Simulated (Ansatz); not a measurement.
## Amorphous Pt$_{38}$P$_{10}$

The cell was made by melting and quenching with the CHGNet potential and then relaxed with DFT. The hot cell started wider than the set density and was brought back towards it in steps. It is the lowest in DFT energy of 3 quenches. It is a model cell: composition and starting density were chosen by hand, and all elements were melted together. No dispersion term was used.

Level of theory: PBE, scalar-relativistic without spin-orbit coupling (plane waves to 420 eV, PAW; Ansatz, a first-principles code). Geometry, pressure, stress and energy are those of the PBE run. Its sampling: a 2×2×2 Γ-centred mesh; Fermi-Dirac width 0.1 eV; no spin polarisation.

| Property | Value |
|---|---|
| Number of atoms in the cell | 48 |
| Density (volume relaxed, without dispersion) | 16.69 g/cm³ |
| Volume per atom | 108.0 bohr³ |
| Pressure on a 2×2×2 Γ-centred mesh | 0.21 GPa |
| Largest force and stress component on that mesh (the relaxation ran on one k-point at (1/4, 1/4, 1/4)) | 0.26 eV/Å and 0.4 GPa |
| Gap on a 2×2×2 Γ-centred mesh (PBE) | within the smearing (under twice its width) |

Cut-offs for bonds: Pt-Pt 3.30 Å, Pt-P 2.74 Å, P-P 2.57 Å.

| Property | Result |
|---|---|
| Mean coordination of Pt | 9.89 (2 with 8, 12 with 9, 12 with 10, 12 with 11) |
| Mean coordination of P | 6.00 (1 with 5, 8 with 6, 1 with 7) |
| Mean Pt-Pt bond | 2.875 Å (spread 0.135 Å, 158 counted) |
| Mean Pt-P bond | 2.379 Å (spread 0.098 Å, 60 counted) |

Its density started from a set value of 17.99 g/cm³. The simulated quench (nominally 190 K/ps over its main leg) is rapid and tends to freeze in more defects than a deposited or slowly cooled glass has. One small periodic cell is one sample of the glass; other quenches scatter about these values. Volume and shape were free in the relaxation. On a 2×2×2 Γ-centred mesh force components of up to 0.26 eV/Å stay, since the relaxation ran on one k-point at (1/4, 1/4, 1/4).
